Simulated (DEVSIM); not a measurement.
System: abrupt Si n-p junction, at 300 K.

| layer (left to right) | material | thickness (μm) | Nd (cm⁻³) | Na (cm⁻³) | τn (s) | τp (s) |
|---|---|---|---|---|---|---|
| 1 | Si | 0.960 | 4.6e16 | - | 5.7e-6 | 5.7e-6 |
| 2 | Si | 0.390 | - | 1.8e14 | 5.7e-6 | 5.7e-6 |

Left contact: ohmic. Right contact: ohmic. Voltage is applied to the left contact. Recombination: SRH at mid-gap, Auger. Mobility is constant in doping.

Constants are typed, rounded textbook-type inputs, not results; the design itself was drawn at random and stands for no fabricated device. Values at 300 K.

```
parameter           Si
-------------  -------
gap (eV)         1.124
affinity (eV)     4.05
permittivity      11.7
Nc (cm⁻³)      2.86e19
Nv (cm⁻³)       3.1e19
μn (cm²/Vs)       1417
μp (cm²/Vs)        470
Cn (cm⁶/s)     2.8e-31
Cp (cm⁶/s)     9.9e-32
```

Model (solved in DEVSIM): 1D drift-diffusion, Boltzmann statistics, complete ionisation; no tunnelling, impact ionisation, image-force lowering or self-heating.

The doping Na of layer 2 was swept, all else fixed.

```
doping Na of layer 2 (cm^-3)  dark forward voltage at 1 A/cm² (V)  largest field in the device at zero bias (V/cm)  dark forward voltage at 100 A/cm² (V)  potential step across the device at zero bias (V)
----------------------------  -----------------------------------  -----------------------------------------------  -------------------------------------  -------------------------------------------------
5.4e12                                                      0.270                                            16000                                  0.426                                              0.555
1.8e13                                                      0.301                                            17000                                  0.456                                              0.586
5.4e13                                                          ?                                            17000                                      ?                                              0.615
1.8e14                                                      0.362                                            18000                                  0.518                                              0.646
5.4e14                                                      0.394                                            19000                                  0.548                                              0.674
1.8e15                                                      0.438                                            23000                                  0.585                                              0.706
5.4e15                                                      0.487                                            32000                                  0.619                                              0.734
```

Task: What belongs in the gaps?

Result: 
- 5.4e13, dark forward voltage at 1 A/cm² (V): 0.330
- 5.4e13, dark forward voltage at 100 A/cm² (V): 0.485
